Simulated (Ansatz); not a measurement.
Take MgI$_{2}$ in the CdI2 type structure (space group P-3m1, No. 164; layered, stacked along the Cartesian z axis) as the base.

Space group P-3m1 (No. 164); a = 4.1244 Å, b = 4.1244 Å, c = 6.8311 Å, α = 90.00°, β = 90.00°, γ = 120.00°

```json
[
 {"atom": "Mg", "site": "1a", "symmetry": "-3m.", "x": "0.0000", "y": "0.0000", "z": "0.0000"},
 {"atom": "I", "site": "2d", "symmetry": "3m.", "x": "0.3333", "y": "0.6667", "z": "0.2455"}
]
```

The values are results of PBE-D3(BJ) (Ansatz, a first-principles code; PAW; 420 eV plane waves; no spin-orbit coupling), not measurements.

For the base:

```
Item                             Value
-----------------------------  -------
Smallest direct gap            3.76 eV
Width of the top valence band  1.30 eV
```

The change: the cell is scaled by 0.9900 in all directions; the atoms relax in the strained cell.

### Question
Predict the new smallest direct gap.

### Answer
The smallest direct gap grows by 0.09 eV to 3.85 eV.

### Question
Estimate the effect on the width of the top valence band.

### Answer
The width of the top valence band grows by 0.11 eV to 1.41 eV.

Spin-orbit coupling, missing from the scalar runs, can matter with I. Whether these cells are dynamically stable was not tested.
